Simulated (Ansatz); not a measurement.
Cubic perovskite CsPbCl₃ (cubic high-temperature phase) was calculated with r²SCAN-D4 (Ansatz, a first-principles code, PAW).

Settings: plane-wave cutoff 560 eV, 6×6×6 k mesh, Fermi–Dirac smearing 0.01 eV, scalar-relativistic PAW data made under PBE.

Properties against volume:

```tsv
V (Å³/atom)	P (GPa)	direct gap at Γ (eV)	smallest gap on the k mesh (eV)
33.978	1.83	6.637	2.107
34.701	1.15	6.581	2.217
35.424	0.54	6.527	2.318
36.147	0.00	6.476	2.411
36.870	-0.48	6.426	2.497
37.593	-0.91	6.378	2.576
38.315	-1.31	6.333	2.648
```

The fundamental gap (2.40 eV at the equilibrium volume, with added k points) lies elsewhere than Γ–Γ.

Note: the relaxation could not lower the start's symmetry, so the cell can be a saddle point above a distorted one.

Spin–orbit coupling is not included; with these elements it can move the gap by several tenths of an eV or more.
